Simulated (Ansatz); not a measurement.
The starting structures come from a database of crystals and need not be the phases stable at ambient conditions.

Inside the gap of an insulator the Bloch states are evanescent, with a wavenumber k + iκ along the transport direction.

Data:

```xyz
20
Lattice="5.7187 0.0000 0.0000 2.8594 5.6828 0.0000 2.8594 -0.3076 9.7512" Properties=species:S:1:pos:R:3 pbc="T T T"
Ba     4.1078     0.8305     8.6618
Ba     7.3296     4.5448     1.0894
Ba     6.9672     1.5495     5.9650
Ba     4.4703     3.8257     3.7862
Li     7.9168     4.0314     7.3134
Li     3.5207     1.3438     2.4378
Li     6.8996     1.4668     9.3382
Li     4.5379     3.9084     0.4131
Li     4.0402     0.9131     5.2887
Li     7.3972     4.4621     4.4626
Ta     4.9326     4.0314     7.3134
Ta     6.5049     1.3438     2.4378
N      5.3282     0.5097     3.7764
N      6.1093     4.8655     5.9749
N      5.3282     2.1779     1.0993
N      6.1093     3.1973     8.6520
N      3.7713     2.6868     6.4588
N      7.6662     2.6885     3.2924
N      9.4900     5.3761     8.1680
N      1.9475    -0.0008     1.5832
```

Space group of this cell: C2/c. The cell is taken as given; by r2SCAN its mean pressure is -2.7 GPa.

Transport runs along the normal of the first two printed cell vectors.

The gap is the functional's own, uncorrected, and κ follows it; spin-orbit coupling is left out. Mid-gap values are interpolated between the computed energies.

Q: Estimate the band gap and the smallest decay constant κ at mid-gap that r2SCAN (Ansatz, a first-principles code) returns for this system.

A: Gap 2.86 eV on a 6×6×6 mesh; κ = 0.383 1/Å, at (0.333, 0.000) of the in-plane reciprocal vectors. At the zone centre, at the nearest computed energy, the slowest state has κ = 0.38 1/Å.
